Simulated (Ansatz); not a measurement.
## Convergence study of zone-centre phonons against the mesh for FeAl (Pm-3m, 2 atoms in the cell)

```xyz
2
Lattice="2.9187 0.0000 0.0000 0.0000 2.9187 0.0000 0.0000 0.0000 2.9187" Properties=species:S:1:pos:R:3 pbc="T T T"
Al     1.4594     1.4594     1.4594
Fe     0.0000     0.0000     0.0000
```

Computed with LDA (PW92), default PAW files made with PBE (plane waves; Ansatz, an electronic-structure program).

Base settings: basis.ecutwfc = 420 eV; kpoints.mp_grid.grid = 11 11 11; hamiltonian.xc = lda; hamiltonian.pseudopotentials = {kind: paw} (the program's default PAW files); scf.occupations.method = fermi_dirac; scf.occupations.width = 0.1 eV.

In this ladder: phonons.method = dfpt.

Frequencies are those of the unrelaxed cell, without the LO-TO term of polar crystals.

Only quantities that move along the ladder and can be compared are tabulated.

The starting cell has typed, rounded lattice constants, without a prior relaxation at this level. Its lattice was rescaled by up to half a per cent. Spin polarisation is off. In the base run, with a pressure of about -18 GPa the cell is away from its equilibrium volume at this level.

Steps (kpoints.mp_grid.grid): 3 3 3; 4 4 4; 5 5 5; 6 6 6; 7 7 7; 9 9 9; 13 13 13; 17 17 17; 21 21 21; 26 26 26.

Problem. What is the coarsest kpoints.mp_grid.grid that holds the highest zone-centre frequency within 1 cm⁻¹ of the last step, with all finer ones?

Solution. 7 7 7; the step before is off by 1.9 cm⁻¹.

```csv
kpoints.mp_grid.grid,highest zone-centre frequency (cm⁻¹)
3 3 3,299.4
4 4 4,297.2
5 5 5,300.2
6 6 6,297.6
7 7 7,299.9
9 9 9,299.5
13 13 13,299.5
17 17 17,299.5
21 21 21,299.5
26 26 26,299.5
```

Keys are those of Ansatz 0.2.
